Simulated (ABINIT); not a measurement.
Input and output of a self-consistent single point for Hf2Hg (I4/mmm, 3 atoms in the cell) (ABINIT)

Method: LDA (PW92), PAW (JTH v2.0 LDA PAW) (plane waves; ABINIT).

Input as run:

```
# Hf2Hg, JTH v2.0 LDA PAW
pp_dirpath "./"
pseudos "Hf.LDA_PW-JTH.xml, Hg.LDA_PW-JTH.xml"
acell 11.7964766528 11.7964766528 11.7964766528
rprim
        -0.2659294378    0.2659294378    0.9265867840
         0.2659294378   -0.2659294378    0.9265867840
         0.2659294378    0.2659294378   -0.9265867840
natom 3
ntypat 2
znucl 72 80
typat 1 1 2
xred
         0.6657300000    0.6657300000    0.0000000000
         0.3342700000    0.3342700000    0.0000000000
         0.0000000000    0.0000000000    0.0000000000
ecut 21
pawecutdg 42
pawxcdev 0
ixc 7
occopt 3
tsmear 0.00367493
nband 24
kptopt 1
ngkpt 6 6 6
nshiftk 1
shiftk 0 0 0
nstep 50
tolvrs 1.0e-12
prtwf 0
prtden 0
```

Output, abridged:

```
 Symmetries : space group I4/m m m (#139); Bravais tI (body-center tetrag.)

 -outvars: echo values of preprocessed input variables --------
            acell      1.1796476653E+01  1.1796476653E+01  1.1796476653E+01 Bohr
             ecut      2.10000000E+01 Hartree
              ixc           7
         kptrlatt        6    0    0      0    6    0      0    0    6
          kptrlen      3.76443649E+01
            natom           3
            nband          24
            ngfft          50      50      50
          ngfftdg          72      72      72
             nkpt          30
            nstep          50
             nsym          16
           ntypat           2
           occopt           3
        pawecutdg      4.20000000E+01 Hartree
         pawxcdev           0
            rprim     -2.6592943780E-01  2.6592943780E-01  9.2658678400E-01
                       2.6592943780E-01 -2.6592943780E-01  9.2658678400E-01
                       2.6592943780E-01  2.6592943780E-01 -9.2658678400E-01
          spgroup         139
           tolvrs      1.00000000E-12
           tsmear      3.67493000E-03 Hartree
            typat      1  1  2
           useylm           1
             xred      6.6573000000E-01  6.6573000000E-01  0.0000000000E+00
                       3.3427000000E-01  3.3427000000E-01  0.0000000000E+00
                       0.0000000000E+00  0.0000000000E+00  0.0000000000E+00
            znucl       72.00000   80.00000

== DATASET  1 ==================================================================

 Exchange-correlation functional for the present dataset will be:
  LDA: Perdew-Wang 92 LSD fit to Ceperley-Alder data - ixc=7
 Citation for XC functional:
  J.P.Perdew and Y.Wang, PRB 45, 13244 (1992)

 Real(R)+Recip(G) space primitive vectors, cartesian coordinates (Bohr,Bohr^-1):
 R(1)= -3.1370304  3.1370304 10.9304594  G(1)=  0.0000000  0.1593864  0.0457437
 R(2)=  3.1370304 -3.1370304 10.9304594  G(2)=  0.1593864  0.0000000  0.0457437
 R(3)=  3.1370304  3.1370304-10.9304594  G(3)=  0.1593864  0.1593864  0.0000000
 Unit cell volume ucvol=  4.3026484E+02 bohr^3
 Angles (23,13,12)=  1.49155625E+02  1.49155625E+02  4.41822842E+01 degrees

 Coarse grid specifications (used for wave-functions):

 getcut: wavevector=  0.0000  0.0000  0.0000  ngfft=  50  50  50
         ecut(hartree)=     21.000   => boxcut(ratio)=   2.05759

 Fine grid specifications (used for densities):

 getcut: wavevector=  0.0000  0.0000  0.0000  ngfft=  72  72  72
         ecut(hartree)=     42.000   => boxcut(ratio)=   2.09219

   8.08112526E+03                                ecore*ucvol(ha*bohr**3)

_setup2: Arith. and geom. avg. npw (full set) are    1976.551    1976.526

--- !BeginCycle
solver: {iscf: 17, nstep: 50, nline: 4, wfoptalg: 10, }
tolerances: {tolvrs: 1.00E-12, }
...

     iter   Etot(hartree)      deltaE(h)  residm     nres2
 ETOT  1  -141.21302486334    -1.412E+02 2.199E+00 7.163E+01
 ETOT  2  -143.08009612456    -1.867E+00 3.762E-02 5.403E+01
 ETOT  3  -142.99214252087     8.795E-02 1.714E-02 1.843E+01
 ETOT  4  -142.97576906075     1.637E-02 8.306E-03 2.493E+00
 ETOT  5  -142.97415838055     1.611E-03 3.925E-03 1.254E+00
 ETOT  6  -142.97508768242    -9.293E-04 2.475E-03 9.592E-01
   [... 27 lines left out ...]
 ETOT 34  -142.97510465780    -1.421E-12 6.374E-05 7.043E-11
 ETOT 35  -142.97510465780     4.263E-13 4.176E-05 1.290E-10
 ETOT 36  -142.97510465780    -1.450E-12 5.507E-05 1.051E-10
 ETOT 37  -142.97510465780     2.274E-12 3.588E-05 1.102E-10
 ETOT 38  -142.97510465780    -2.331E-12 4.712E-05 4.451E-13

 At SCF step   38       nres2   =  4.45E-13 < tolvrs=  1.00E-12 =>converged.

 Cartesian components of stress tensor (hartree/bohr^3)
  sigma(1 1)=  2.03028962E-04  sigma(3 2)=  0.00000000E+00
  sigma(2 2)=  2.03028962E-04  sigma(3 1)=  0.00000000E+00
  sigma(3 3)=  1.67221039E-04  sigma(2 1)=  0.00000000E+00

 ----iterations are completed or convergence reached----

 reduced coordinates (array xred) for    3 atoms
       0.665730000000      0.665730000000      0.000000000000
       0.334270000000      0.334270000000      0.000000000000
       0.000000000000      0.000000000000      0.000000000000
 cartesian forces (eV/Angstrom) at end:
    1      0.00000000000000     0.00000000000000    -0.06660644968365
    2     -0.00000000000000    -0.00000000000000     0.06660644968365
    3      0.00000000000000    -0.00000000000000    -0.00000000000000
 frms,max,avg= 3.1398581E-02 6.6606450E-02   0.000E+00  0.000E+00  0.000E+00 e/A
 length scales= 11.796476652800 11.796476652800 11.796476652800 bohr
              =  6.242426586326  6.242426586326  6.242426586326 angstroms
 Fermi (or HOMO) energy (hartree) =   0.03523   Average Vxc (hartree)=  -0.42699
 Eigenvalues (hartree) for nkpt=  30  k points:
 kpt#   1, nband= 24, wtk=  0.00463, kpt=  0.0000  0.0000  0.0000 (reduced coord)
  -2.25114   -2.24876   -1.10689   -1.09643   -1.09643   -1.09092   -1.08712   -1.08712
  -0.29831   -0.26845   -0.25628   -0.23779   -0.23779   -0.22783   -0.10817   -0.05127
  -0.03579    0.06656    0.09750    0.09750    0.10380    0.12922    0.12922    0.14558
      occupation numbers for kpt#   1
   2.00000    2.00000    2.00000    2.00000    2.00000    2.00000    2.00000    2.00000
   2.00000    2.00000    2.00000    2.00000    2.00000    2.00000    2.00000    2.00000
   2.00000    0.00040    0.00000    0.00000    0.00000    0.00000    0.00000    0.00000
 prteigrs : prtvol=0 or 1, do not print more k-points.

--- !EnergyTerms
comment             : Components of total free energy in Hartree
kinetic             :  2.08168685104541E+01
hartree             :  1.78126917029306E+01
xc                  : -2.11835121935717E+01
Ewald energy        : -1.19171557345617E+02
psp_core            :  1.87817466128320E+01
local_psp           : -2.06848688728240E+01
spherical_terms     : -3.93440688774236E+01
internal            : -1.42972700463220E+02
'-kT*entropy'       : -2.40440218999768E-03
total_energy        : -1.42975104865410E+02
total_energy_eV     : -3.89055046091641E+03
...

-Cartesian components of stress tensor (GPa)         [Pressure= -5.6221E+00 GPa]
- sigma(1 1)=  5.97331727E+00  sigma(3 2)=  0.00000000E+00
- sigma(2 2)=  5.97331727E+00  sigma(3 1)=  0.00000000E+00
- sigma(3 3)=  4.91981198E+00  sigma(2 1)=  0.00000000E+00

 Calculation completed.
```

The run converged in 38 iterations.

The starting cell comes from a database of computed structures (which also holds hypothetical and non-ambient phases and stackings), without a prior relaxation at this level. Its lattice was rescaled by up to half a per cent. With a pressure of about -6 GPa the cell is away from its equilibrium volume at this level.

Cost on one core of a shared machine: roughly 5 min.
